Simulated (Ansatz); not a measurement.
Ansatz (a program for electronic structure) run on LiIn₃ (P1, 4 atoms in the cell): self-consistent single point.

Computed with PBEsol-D3BJ, default PAW files made with PBE (plane waves; Ansatz).

```
CELL_PARAMETERS angstrom
     -2.23801     2.23801     4.59298
      2.23801    -2.23801     4.59298
      2.23801     2.23801    -4.59298
ATOMIC_POSITIONS crystal
  Li 0.99583 0.00397 0.00492
  In 0.75483 0.25446 0.50603
  In 0.25185 0.74777 0.49839
  In 0.49748 0.49381 0.99065
```

Reference input (self-consistent single point, DFT, PBEsol, plane waves, default PAW files made with PBE): kpoints.mp_grid.grid = 7 7 8; hamiltonian.xc = pbesol; hamiltonian.pseudopotentials = {kind: paw} (the program's default PAW files); scf.occupations.method = methfessel_paxton; scf.occupations.width = 0.05 eV. This run's input differs from it in these lines:

```diff
@@ -14,2 +14,3 @@
   xc: pbesol
+  dispersion: d3bj
   pseudopotentials: { kind: paw }
```

Output (repeated stretches shortened):

```
SCF iter   1: F=—  HF=-16781.156377 eV  |F-HF|=—  |Δ(HF+E_count)|=         —  Δρ=3.00e-3  dr2=8.65e-3  ethr=1.77e-3  ⟨swp⟩=6.6  Hψ=23381  notcnv=0
all-band conjugate gradients solve this SCF's bands
preconditioner: auto → Kerker (q_TF=auto, 2.394 Å⁻¹)
SCF iter   2: F=—  HF=-16781.150151 eV  |F-HF|=—  |Δ(HF+E_count)|=   6.23e-3  S|Δr|=    0.00e0  Δρ=1.54e-3  dr2=3.08e-3  ethr=2.06e-5  ⟨swp⟩=2.5  Hψ=10996  notcnv=0  defer=42
   [... lines left out ...]
SCF iter   5: F=—  HF=-16781.149046 eV  |F-HF|=—  |Δ(HF+E_count)|=   5.22e-5  S|Δr|=    0.00e0  Δρ=6.52e-5  dr2=3.64e-6  ethr=2.55e-7  ⟨swp⟩=2.0  Hψ=8561  notcnv=0  defer=42
SCF iter   6: F=—  HF=-16781.149046 eV  |F-HF|=—  |Δ(HF+E_count)|=   2.67e-7  S|Δr|=    0.00e0  Δρ=2.81e-5  dr2=7.64e-7  ethr=8.67e-9  ⟨swp⟩=2.0  Hψ=8839  notcnv=0  defer=42
SCF iter   7: F=-16781.149046 eV  HF=-16781.149046 eV  |F-HF|=2.22e-8  |Δ(HF+E_count)|=   2.91e-7  S|Δr|=    0.00e0  Δρ=4.73e-6  dr2=3.18e-8  ethr=2.38e-10  ⟨swp⟩=5.5  Hψ=23261  notcnv=0
SCF 1 converged in 7 iterations: F = -16781.149046 eV  dr2 = 3.18e-8
Stability not checked (fill_not_monotonic)
Free energy (F): -16781.149046 eV
Internal energy: -16781.148995 eV  (E = F + TS)
E sigma→0 (E₀):  -16781.149033 eV
Entropy (-TS):   -0.000051 eV (-0.013 meV/atom)
Fermi energy:    9.076935 eV
--- Forces (eV/Å), atoms counted from 1 ---
  atom   1  Li    -0.05318246     0.00220468     0.04088916
  atom   2  In    -0.07543160    -0.03279036    -0.03833673
  atom   3  In     0.04845536    -0.00434580    -0.03186923
  atom   4  In     0.08015705     0.03493205     0.02931322
--- Stress (GPa, compression-positive) ---
       -3.418312       0.296350      -0.056619
        0.296350      -3.300742       0.067514
       -0.056619       0.067514      -2.735392
  P = ⅓ Tr σ = -3.1515 GPa (-31.515 kbar)
  The stress holds the Pulay correction. Without it, at fixed plane waves, as pw.x and ABINIT print it: P = -3.1830 GPa
```

The run converged in 7 iterations. Against the reference run the pressure goes from -0.86 to -3.15 GPa and the largest force stays at 0.092 eV/Å.

The starting cell comes from a database of computed structures (which also holds hypothetical and non-ambient phases and stackings), without a prior relaxation at this level. Its atoms were displaced at random from the sites of space group no. 139. With a pressure of about -3 GPa the cell is away from its equilibrium volume at this level. Ansatz's pressure includes its estimate of the finite-basis (Pulay) stress.

Cost on one core of a shared machine: roughly 40 s.

Keys are those of Ansatz 0.2.
